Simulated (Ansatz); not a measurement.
Given:

```
CELL_PARAMETERS angstrom
      3.50990     0.00000     0.00000
      0.00000     3.50990     0.00000
      0.00000     0.00000     3.50990
ATOMIC_POSITIONS crystal
  Li 0.00000 0.00000 0.00000
  Pb 0.50000 0.50000 0.50000
```

Level of theory: PBEsol, DFPT electron-phonon coupling, linearised Boltzmann equation (plane waves, PAW, scalar-relativistic; Ansatz, an electronic-structure program). Cell: relaxed with this functional, without spin-orbit coupling.

Question: Predict the intrinsic resistivity at 300 K.

Answer: 13.1 μΩ·cm.

Question: And the electrons' mean free path at that temperature?

Answer: 7.2 nm, weighted by the current that each state carries. Wires not much wider than this gain resistivity from their walls.

A metal at this level (no band gap). Only scattering by harmonic phonons is included (no impurities, grain boundaries, electron-electron scattering or thermal expansion). Spin-orbit coupling is left out, which matters with elements this heavy. The squared frequency of the phonon mode least converged on the k mesh is uncertain by 38 %. Halving the electron mesh (24x24x24) moves the resistivity by up to 15 % at 300 K, the mean free path by up to 4 %. Smearing 0.20 eV; phonons on a 4x4x4 q mesh, which this run doesn't test.

Formula and space group known from diffraction (Crystallography Open Database), not checked to be the room-temperature form: LiPb (Pm-3m).
